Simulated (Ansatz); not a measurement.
The parent structure is a 16-atom supercell of HfC in the rock salt structure (space group Fm-3m, No. 225) at its relaxed geometry.

```
HfC
1.0
    0.00000     4.64070     4.64070
    4.64070     0.00000     4.64070
    4.64070     4.64070     0.00000
C Hf
8 8
Cartesian
  0.00000   0.00000   0.00000
  2.32035   2.32035   0.00000
  2.32035   0.00000   2.32035
  4.64070   2.32035   2.32035
  0.00000   2.32035   2.32035
  2.32035   4.64070   2.32035
  2.32035   2.32035   4.64070
  4.64070   4.64070   4.64070
  2.32035   2.32035   2.32035
  4.64070   4.64070   2.32035
  4.64070   2.32035   4.64070
  6.96105   4.64070   4.64070
  2.32035   4.64070   4.64070
  4.64070   6.96105   4.64070
  4.64070   4.64070   6.96105
  6.96105   6.96105   6.96105
```

Computed with r2SCAN (Ansatz, a quantum-chemistry and plane-wave program, PAW, no spin-orbit coupling).

One neutral defect a cell, atoms relaxed at fixed cell.

One change was made to it. Results:

| quantity | base | after |
|---|---|---|
| largest displacement of a host atom from its site in the perfect cell | – | 0.05 Å |
| pressure | 0.0 GPa | -0.7 GPa |

What was done to the base?
A) Hf vacancy
B) C interstitial (started 1.64 Å from the nearest host atom), symmetric start
C) C vacancy
D) Hf on a C site (antisite)

C, C vacancy. For comparison, the pressure in the other runs: Hf on a C site (antisite) gives 21.9 GPa; Hf vacancy gives -1.5 GPa; C interstitial (started 1.64 Å from the nearest host atom), symmetric start gives 11.3 GPa.

In so small a cell the defect repeats every few ångströms: this is an ordered compound, not a dilute defect. Defects with a symmetric start kept the site's symmetry and may sit on a saddle; the others started slightly shaken. The final runs are not spin-polarised.
